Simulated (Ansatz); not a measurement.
Structures of equal composition on the (111) surface of fcc Ir: one row in 4 of the top plane missing; p(2x2), one Ir site of the top plane empty. The slabs share one bottom face, and each structure is named by its start. These are constructed structures in small cells; real faces may alloy, dewet or reconstruct in larger ones, and not all known structures of the face are among them. Slabs of about 11 Å, Fermi-Dirac smearing of 0.1 eV. Bottom of the slabs: a bare face, its two planes held. Relaxed from the named starts with such symmetry as they have, on meshes of like density; energies extrapolated to zero smearing; spin only where a row says so; no spin-orbit coupling, no U. Brackets mark spin-polarised runs, whose order is one that fits the cell. The cells differ, so small differences also carry the error of unlike k-meshes.

Level of theory: PBE (plane waves to 420 eV, PAW; Ansatz, an electronic-structure program).

Question: Put the candidates in order of energy per 1x1 cell, lowest first, for PBE.

Answer: one row in 4 of the top plane missing (0.00 eV), p(2x2), one Ir site of the top plane empty (0.13 eV)
